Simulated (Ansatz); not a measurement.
Start from SnO (space group P4/nmm, No. 129; layered, stacked along the Cartesian z axis).

```
CELL_PARAMETERS angstrom
      3.83709     0.00000     0.00000
      0.00000     3.83709     0.00000
      0.00000     0.00000     4.75881
ATOMIC_POSITIONS crystal
  Sn 0.50000 0.00000 0.75657
  Sn 0.00000 0.50000 0.24343
  O  0.50000 0.50000 0.00000
  O  0.00000 0.00000 0.00000
```

Method: Ansatz (a program for electronic structure), PBE-D3(BJ), PAW, cutoff 420 eV, spin-orbit coupling left out.

Base values:

The band gap is zero. The gap character is absent.

Now apply this change: every lattice vector is stretched by 0.60 %; the atoms relax in the strained cell.

What happens to the band gap?

The band gap goes from zero to 0.13 eV.

Estimate the effect on the energy relative to the base.

The energy goes up by 0.9 meV/atom.

What happens to the gap character?

The gap character goes from absent to indirect, M–Γ (87 % along) → M.

Whether these cells are dynamically stable was not tested. The final runs are not spin-polarised. A zero or small gap of SnO can be the functional's error rather than a property of the material.
